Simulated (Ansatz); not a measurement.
The starting structures come from a database of crystals and need not be the phases stable at ambient conditions.

 Where the default PAW files enter, the runs use the earlier of Ansatz's two default sets.

The decay constant κ of evanescent states in the gap governs leakage through a thin film.

Here is the system:

```xyz
10
Lattice="4.6858 0.0000 0.0000 0.0000 7.1217 0.0000 0.0000 0.7728 4.6290" Properties=species:S:1:pos:R:3 pbc="T T T"
P      0.8941     5.9361     3.6295
P      3.7917     1.9584     0.9995
P      3.2370     5.5193     0.9995
P      1.4488     2.3753     3.6295
P      3.0403     1.1135     2.8702
P      1.6455     6.7811     1.7588
P      0.6974     3.2202     1.7588
P      3.9883     4.6743     2.8702
Ru     2.3429     3.5609     0.0000
Ru     0.0000     0.0000     0.0000
```

Space group of this cell: P2_1/c. The cell is taken as given; by PBEsol its mean pressure is -2.4 GPa.

Transport runs along the normal of the first two printed cell vectors.

No gap correction and no spin-orbit coupling; mid-gap values are interpolated between computed energies.

Problem. Give the band gap and the smallest decay constant κ at mid-gap that PBEsol (Ansatz, a program for electronic structure) yields.

Solution. Gap 0.75 eV on a 6×4×8 mesh; κ = 0.161 1/Å, at (0.167, 0.250) of the in-plane reciprocal vectors. At the zone centre, at the nearest computed energy, the slowest state has κ = 0.18 1/Å.
